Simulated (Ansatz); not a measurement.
System: SiO₂ (Ama2, No. 40, 12 atoms in the cell; start mp-554573; a measured phase of this formula has another space group). Method: r²SCAN+rVV10 in Ansatz (PAW).

Numerical settings: plane-wave cutoff 560 eV, 4×8×8 k mesh (along the axes of the cell as run), Fermi–Dirac smearing 0.01 eV, scalar-relativistic PAW data made under PBE.

Cell (relaxed at this level):

Space group Ama2 (No. 40); a = 8.2296 Å, b = 8.7174 Å, c = 4.9066 Å, α = β = γ = 90.00°

```json
[
 {"atom": "Si", "site": "8c", "symmetry": "1", "x": "0.0628", "y": "0.3361", "z": "0.0045"},
 {"atom": "O", "site": "4a", "symmetry": "..2", "x": "0.0000", "y": "0.0000", "z": "0.6159"},
 {"atom": "O", "site": "8c", "symmetry": "1", "x": "0.0470", "y": "0.2118", "z": "0.2462"},
 {"atom": "O", "site": "4b", "symmetry": "m..", "x": "0.7500", "y": "0.1546", "z": "0.4096"}
]
```
(The calculation used a cell of 12 atoms; values per cell refer to that cell.)

**Question.** Estimate the band gap that the calculation returns.

**Answer.** 
* **band gap**: 6.36 eV (direct)

The computed numbers hold no vibrational or temperature effects.

Cost on a shared machine: about 3 core-minutes (a rough figure).

A start named mp-… is a Materials Project structure, which need not be a measured phase.

Ansatz is a quantum-chemistry and plane-wave program.
